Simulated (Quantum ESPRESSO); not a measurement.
Quantum ESPRESSO run on SrMg (Pmmn, 4 atoms in the cell): self-consistent single point.

Level of theory: PBEsol, GBRV 1.5 ultrasoft (PBESOL) pseudopotentials (plane waves; Quantum ESPRESSO).

```xyz
4
Lattice="4.1120 0.0000 0.0000 0.0000 6.0375 0.0000 0.0000 0.0000 6.0112" Properties=species:S:1:pos:R:3 pbc="T T T"
Sr     0.0000     0.0000     5.4355
Sr     2.0560     3.0187     0.5757
Mg     2.0560     0.0000     2.4905
Mg     0.0000     3.0187     3.5207
```

Reference input (self-consistent single point, DFT, PBEsol, plane waves, GBRV 1.5 ultrasoft (PBESOL) pseudopotentials): ecutwfc = 40 Ry; ecutrho = 200 Ry; occupations = smearing; smearing = fermi-dirac; degauss = 0.0099958 Ry; potentials = {Sr: sr_pbesol_v1.uspp.F.UPF, Mg: mg_pbesol_v1.4.uspp.F.UPF}; K_POINTS = automatic 6 4 4 0 0 0; conv_thr = 1e-08 Ry; mixing_beta = 0.7. This run's input differs from it in these lines:

```diff
@@ -31,3 +31,3 @@
 K_POINTS automatic
-6 4 4  0 0 0
+6 4 4  0 0 1
 CELL_PARAMETERS bohr
```

Output, abridged:

```
     Self-consistent Calculation

     iteration #  1     ecut=    40.00 Ry     beta= 0.70

     Threshold (ethr) on eigenvalues was too large:
     Diagonalizing with lowered threshold

     negative rho (up, down):  1.253E-01 0.000E+00

     total energy              =    -390.29169522 Ry
     estimated scf accuracy    <       0.19764714 Ry

     iteration #  2     ecut=    40.00 Ry     beta= 0.70

     negative rho (up, down):  1.281E-01 0.000E+00

     total energy              =    -390.32658944 Ry
     estimated scf accuracy    <       0.02066367 Ry

     iteration #  3     ecut=    40.00 Ry     beta= 0.70

     negative rho (up, down):  1.287E-01 0.000E+00

     total energy              =    -390.33000721 Ry
     estimated scf accuracy    <       0.01407751 Ry

   [... 3 blocks of this kind left out ...]

     iteration #  7     ecut=    40.00 Ry     beta= 0.70

     negative rho (up, down):  1.289E-01 0.000E+00

     total energy              =    -390.33292070 Ry
     estimated scf accuracy    <       0.00000022 Ry

     iteration #  8     ecut=    40.00 Ry     beta= 0.70

     negative rho (up, down):  1.289E-01 0.000E+00
     End of self-consistent calculation

     the Fermi energy is     5.2225 ev

!    total energy              =    -390.33292073 Ry
     estimated scf accuracy    <          3.4E-09 Ry
     smearing contrib. (-TS)   =      -0.01464370 Ry
     internal energy E=F+TS    =    -390.31827703 Ry

     convergence has been achieved in   8 iterations

     negative rho (up, down):  1.289E-01 0.000E+00

     Forces acting on atoms (cartesian axes, Ry/au):

     atom    1 type  1   force =     0.00000000    0.00000000   -0.00121890
     atom    2 type  1   force =     0.00000000    0.00000000    0.00121890
     atom    3 type  2   force =     0.00000000    0.00000000    0.00189463
     atom    4 type  2   force =     0.00000000    0.00000000   -0.00189463

     Total force =     0.003186     Total SCF correction =     0.000084

     negative rho (up, down):  1.289E-01 0.000E+00
          total   stress  (Ry/bohr**3)                   (kbar)     P=       -3.72
  -0.00000321   0.00000000   0.00000000           -0.47        0.00        0.00
   0.00000000  -0.00001370   0.00000000            0.00       -2.02        0.00
   0.00000000   0.00000000  -0.00005892            0.00        0.00       -8.67

   JOB DONE.
```

The run converged in 8 iterations. Against the reference run the free energy falls by 3.4 meV/atom, the pressure moves little (-0.36 to -0.37 GPa) and the largest force hardly changes (0.047 to 0.049 eV/Å). The full log also holds: “c_bands:  1 eigenvalues not converged”.

The starting cell comes from a database of computed structures (which also holds hypothetical and non-ambient phases and stackings), without a prior relaxation at this level. Its lattice was rescaled by a random factor within 2.5 % of one.

Cost on one core of a shared machine: roughly 50 s.
